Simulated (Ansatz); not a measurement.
Given:

```xyz
2
Lattice="0.0000 2.4636 2.4636 2.4636 0.0000 2.4636 2.4636 2.4636 0.0000" Properties=species:S:1:pos:R:3 pbc="T T T"
Br     0.0000     0.0000     0.0000
Li     2.4636     2.4636     2.4636
```

No spin polarisation.

The values are results of PBE in Ansatz (plane waves to 420 eV, PAW, no SOC), not measurements. Settings: 10×10×10 k-points, 0.05 eV Fermi–Dirac smearing.

### Question
What smallest direct gap does the calculation give?

### Answer
6.19 eV.

### Question
Predict the width of the top valence band.

### Answer
2.00 eV.

### Question
Estimate the gap character.

### Answer
Indirect, K–Γ (78 % along) → L.

### Question
What band gap does the calculation give?

### Answer
5.72 eV.

Load acts through the strain it causes; cell and atoms are relaxed under it. Whether these cells are dynamically stable was not tested. Competing high-pressure phases were not computed. The cell was made from LiBr in the rock salt structure (space group Fm-3m, No. 225) by this change: pressure 18 GPa.

Ansatz is a quantum-chemistry and plane-wave program.
